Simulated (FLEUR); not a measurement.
## Equation of state of Ga (space group 64): energy against volume (FLEUR, PBE)

```
CELL_PARAMETERS angstrom
      2.21982    -3.76190     0.00000
      2.21982     3.76190     0.00000
      0.00000     0.00000     4.44945
ATOMIC_POSITIONS crystal
  Ga 0.15490 0.84510 0.91900
  Ga 0.34510 0.65490 0.41900
  Ga 0.65490 0.34510 0.58100
  Ga 0.84510 0.15490 0.08100
```

Level of theory: PBE, all-electron FLAPW (FLEUR), scalar-relativistic valence (FLEUR). Settings: Kmax = 4.33 1/bohr; GmaxXC = 13 1/bohr; xcFunctional = pbe; jspins = 1; l_soc = F; mode = hist; fermiSmearingEnergy = 0.00183747 Htr; mesh (inpgen div1-3) = 8 8 7; inpgen gamma flag = true; Gmax = 13 1/bohr; numbands = 0; maxIterBroyd = 99; imix = Anderson; alpha = 0.05; precondParam = 0; minDistance = 1e-05 me/bohr^3. The cell above is the first row's. The rows scale it uniformly. In all rows fractional positions and the k mesh are held. E is the free energy at the stated smearing, counted from the lowest row.

| V (Å^3/atom) | E (meV/atom) |
|---|---|
| 18.578 | 27.20 |
| 18.982 | 15.31 |
| 19.386 | 7.14 |
| 19.790 | 2.10 |
| 20.194 | 0.00 |
| 20.597 | 0.46 |
| 21.001 | 3.13 |
| 21.405 | 7.77 |
| 21.809 | ? |

Fit E against V with the third-order Birch-Murnaghan form, a cubic in V^(-2/3), and predict the withheld value at V = 21.809.

With u = V^(-2/3) - 0.136, the rows have u = 0.006561, 0.004531, 0.002572, 0.000679, -0.001150, -0.002915, -0.004627, -0.006285. Least squares gives E = 1.037 + 1336.0·u + 393495·u² + 1629240·u³. Residuals (row less fit): -0.001, -0.010, 0.036, -0.026, -0.019, 0.014, 0.012, -0.009; standard error 0.027 (degrees of freedom: 4). Its minimum lies at u = -0.001716, so V0 = (0.134284)^(-3/2) = 20.32. There d²E/du² = 770200 and d³E/du³ = 9775000, so B0 = (4/9) × 20.32^(-7/3) × 770200 × 0.160218 = 48.7 GPa (the last factor turns the table's units into GPa), and B0' = 4 + (2/3) × 0.134284 × (9775000)/770200 = 5.1. At the withheld row, u = -0.007892, so E = 1.037 + 1336.0 × (-0.007892) + 393495 × (-0.007892)² + 1629240 × (-0.007892)³ = 14.201 meV/atom. The calculation gives 14.23 meV/atom, 0.029 meV/atom above the prediction (0.1 % of the range of E in the table). The row lies outside the fitted rows, so this is an extrapolation. From the scatter of the fitted rows alone, a prediction at this place has a standard error of 0.065 meV/atom, so the miss is 0.4 times that.

Carrying the step between the two nearest rows on in a straight line would have given 12.41, off by 1.82; series whose last step already gives the withheld value aren't shown. The scan was laid around a cell of about the measured size, scaled by a guess for this functional; axis ratios and inner coordinates come from that cell. The runs keep the symmetry of the cell, so they don't test it for distortions. Values depend on the basis (sphere radii, cutoffs, local orbitals), which need not be converged. The shape of the cell and the inner coordinates aren't relaxed, so V0 and B0 belong to this uniform scaling; a relaxed crystal lies no higher in energy and is usually softer. Cutoffs and mesh are single choices, not tested for convergence of this quantity. Series with a scatter that would blur these digits, or in which a gap closes, are not shown. Nor are scans whose minimum lies at an end fitted in this form.
